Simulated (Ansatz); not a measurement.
MgO: response to strain

Base system: MgO in the rock salt structure (space group Fm-3m, No. 225).

```
CELL_PARAMETERS angstrom
      0.00000     2.10706     2.10706
      2.10706     0.00000     2.10706
      2.10706     2.10706     0.00000
ATOMIC_POSITIONS crystal
  O  0.00000 0.00000 0.00000
  Mg 0.50000 0.50000 0.50000
```

Cartesian axes are those of the cell as printed.

Strains are applied to the cell and any free atomic positions relax; under biaxial strain the out-of-plane vector relaxes too; under stress the whole cell relaxes.

Method: PBEsol/PAW in Ansatz (a first-principles code), no spin-orbit coupling.

Notes on the quantities. pressure: mean of the normal stresses, compression positive.

| variant | electron mass | shortest interatomic distance | band gap | pressure |
|---|---|---|---|---|
| base | 0.34 mₑ (at Γ) | 2.107 Å | 4.62 eV | 0.00 GPa |
| biaxial strain +4.14 %, plane normal [001], relaxed out of plane | … | … | … | … |
| uniaxial strain ε_zz = −1.75 % | – | 2.070 Å | 4.78 eV | 2.99 GPa |
| uniaxial stress, 1 GPa tension along x | 0.34 mₑ (at Γ) | 2.105 Å | 4.59 eV | – |
| tensor shear ε_xy = −0.57 % | 0.34 mₑ (at Γ) | 2.107 Å | 4.58 eV | 0.01 GPa |

**Question.** Some entries are withheld; estimate them.

**Answer.** 
- biaxial strain +4.14 %, plane normal [001], relaxed out of plane, electron mass: 0.35 mₑ out of plane, 0.31 mₑ in plane (at Γ)
- biaxial strain +4.14 %, plane normal [001], relaxed out of plane, shortest interatomic distance: 2.059 Å
- biaxial strain +4.14 %, plane normal [001], relaxed out of plane, band gap: 4.02 eV
- biaxial strain +4.14 %, plane normal [001], relaxed out of plane, pressure: -6.95 GPa

Effective masses come from finite differences of ±0.01 Å⁻¹. Beyond what the load breaks, stability against distortions was not tested.
